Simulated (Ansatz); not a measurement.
# Effect of H interstitial (started 2.25 Å from the nearest host atom), symmetric start on MgS

The reference is an 8-atom supercell of MgS in the rock salt structure (space group Fm-3m, No. 225; a = 5.203 Å) at its relaxed geometry.

Perturbation: one H atom is added in an open site, starting 2.25 Å from the nearest host atom, atoms relaxed at fixed cell.

Level of theory: r2SCAN in Ansatz (plane waves to 500 eV, PAW, spin-orbit coupling left out). Γ-centred 5×5×5 mesh, Fermi–Dirac width 0.01 eV.

| quantity | base | changed | shift |
|---|---|---|---|
| pressure | 0.0 GPa | 2.3 GPa | +2.3 GPa |
| largest displacement of a host atom from its site in the perfect cell | – | 0.07 Å | – |
| final site of the added atom | – | 4 Mg at 2.21 Å (tetrahedral) | – |

Other magnetic orders, which the real material may have, were not ruled out. The cell is small, so the values are those of an ordered compound at a high defect concentration; dilute-limit values will differ. A case with no gap was solved on a k-mesh chosen for an insulator, which is coarse for it. The defect started on the symmetric site and kept its symmetry, so it may sit on a saddle. The defect cell is spin-polarised and ends with 1.0 μB.

Ansatz is an electronic-structure program.
